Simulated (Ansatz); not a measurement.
The starting structures come from a database of crystals and need not be the phases stable at ambient conditions.

 Where the default PAW files enter, the runs use the earlier of Ansatz's two default sets.

Tunnelling through a barrier is set by its complex band structure: the current falls as exp(−2κd) with the smallest κ.

Given:

```xyz
4
Lattice="4.1681 0.0000 0.0000 0.0000 6.8400 0.0000 2.0841 0.0000 3.6097" Properties=species:S:1:pos:R:3 pbc="T T T"
In     4.1681     3.4186     2.4065
In     2.0841     6.8386     1.2032
P      4.1681     0.8564     2.4065
P      2.0841     4.2764     1.2032
```

Space group of this cell: P6_3mc, wurtzite. The cell is taken as given; by PBEsol its mean pressure is -0.9 GPa.

Transport runs along the normal of the first two printed cell vectors, the (100) plane of the conventional cell.

The gap is the functional's own, uncorrected, and κ follows it; spin-orbit coupling is left out. Mid-gap values are interpolated between the computed energies.

### Question
Compute, with PBEsol (Ansatz, a quantum-chemistry and plane-wave program), the band gap and the smallest decay constant κ at mid-gap.

### Answer
Gap 0.56 eV on a 8×6×8 mesh; κ = 0.041 1/Å, at the zone centre.
